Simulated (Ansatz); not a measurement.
The starting structures come from a database of crystals and need not be the phases stable at ambient conditions.

The decay constant κ of evanescent states in the gap governs leakage through a thin film.

Input:

```yaml
crystal:
  lattice:
    - [5.01477, 0.00000, 0.00000]
    - [-2.50739, 4.34292, 0.00000]
    - [0.00000, 0.00000, 8.57053]
  atoms:
    - { symbol: K, position: [0.00000, 0.00000, 0.99806] }
    - { symbol: K, position: [0.00000, 0.00000, 0.49806] }
    - { symbol: Li, position: [0.33333, 0.66667, 0.80268] }
    - { symbol: Li, position: [0.66667, 0.33333, 0.30268] }
    - { symbol: Be, position: [0.66667, 0.33333, 0.69569] }
    - { symbol: Be, position: [0.33333, 0.66667, 0.19569] }
    - { symbol: F, position: [0.96108, 0.62658, 0.75168] }
    - { symbol: F, position: [0.33450, 0.96108, 0.25168] }
    - { symbol: F, position: [0.37342, 0.33450, 0.75168] }
    - { symbol: F, position: [0.03892, 0.37342, 0.25168] }
    - { symbol: F, position: [0.66550, 0.03892, 0.75168] }
    - { symbol: F, position: [0.62658, 0.66550, 0.25168] }
    - { symbol: F, position: [0.66667, 0.33333, 0.51454] }
    - { symbol: F, position: [0.33333, 0.66667, 0.01454] }
```

Space group of this cell: P6_3. The cell is taken as given.

Transport runs along the normal of the first two printed cell vectors, the (001) plane of the conventional cell.

The gap is the functional's own, uncorrected, and κ follows it; spin-orbit coupling is left out. Mid-gap values are interpolated between the computed energies.

### Question
Estimate the band gap and the smallest decay constant κ at mid-gap that r2SCAN run with Ansatz (a first-principles code) returns for this system.

### Answer
Gap 7.83 eV on a 12×12×4 mesh; κ = 0.635 1/Å, at the zone centre.
